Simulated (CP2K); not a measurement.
CP2K is run on AsRhO4 (Cmmm, 6 atoms in the cell), and the run fails. The aim is a self-consistent single point with DFT PBEsol, GPW, DZVP-MOLOPT-SR-GTH basis, GTH-PBE potentials (GTH_POTENTIALS).

Cell that was meant: a = 4.5345 Å, b = 4.5345 Å, c = 3.0549 Å, α = 90.00°, β = 90.00°, γ = 91.42°.

Part of the input:

```
      O        0.70833000     0.70833000     0.00000000
    &END COORD
    &KIND As
      BASIS_SET DZVP-MOLOPT-LR-SR-GTH
      POTENTIAL GTH-PBE-q5
    &END KIND
    &KIND Rh
```

Log, with long lists cut:

```
 GLOBAL| Method name                                                        CP2K
 GLOBAL| Project name                                                        run
 GLOBAL| Run type                                                   ENERGY_FORCE

 CELL| Volume [angstrom^3]:                                            62.793722
 CELL| Vector a [angstrom]:       4.534     0.000     0.000   |a| =     4.534463
 CELL| Vector b [angstrom]:      -0.113     4.533     0.000   |b| =     4.534463
 CELL| Vector c [angstrom]:       0.000     0.000     3.055   |c| =     3.054910
 CELL| Angle (b,c), alpha [degree]:                                    90.000000
 CELL| Angle (a,c), beta  [degree]:                                    90.000000
 CELL| Angle (a,b), gamma [degree]:                                    91.422716
 CELL| Numerically orthorhombic:                                              NO
 CELL| Periodicity                                                           XYZ

 *******************************************************************************
 *   ___                                                                       *
 *  /   \                                                                      *
 * [ABORT]                                                                     *
 *  \___/    The requested basis set <DZVP-MOLOPT-LR-SR-GTH> for element <As>  *
 *    |             was not found in the basis set files <BASIS_MOLOPT>        *
 *  O/|                                                                        *
 * /| |                                                                        *
 * / \                                          aobasis/basis_set_types.F:1523 *
 *******************************************************************************

 ===== Routine Calling Stack =====

            3 read_qs_kind
            2 create_qs_kind_set
            1 CP2K
Abort(1) on node 0 (rank 0 in comm 0): application called MPI_Abort(MPI_COMM_WORLD, 1) - process 0
```

**Question.** From the messages shown, name the fault and mend the input.

**Answer.** The fault is a basis or potential name that is not in the library file. The name must match an entry for that element. To fix it, correct the name. The program stopped before any SCF iteration.

The sound input it was made from differs as follows (other fixes are possible):
```diff
-      BASIS_SET DZVP-MOLOPT-LR-SR-GTH
+      BASIS_SET DZVP-MOLOPT-SR-GTH
```

With that input, the run converged in 22 iterations: free energy E − TS -4908.5805 eV; Fermi level (on the code's own zero) 8.55 eV; pressure -3.93 GPa; largest force (vector length) 1.111 eV/Å (DFT PBEsol, GPW, DZVP-MOLOPT-SR-GTH basis, GTH-PBE potentials (GTH_POTENTIALS)).

On the sound input: the starting cell comes from a database of computed structures (which also holds hypothetical and non-ambient phases and stackings), without a prior relaxation at this level. Spin polarisation is off. Values carry the incompleteness of an atom-centred basis. The potentials were made for another functional than the one used. With a pressure of about -4 GPa the cell is away from its equilibrium volume at this level. Forces in this geometry exceed 1 eV/Å.
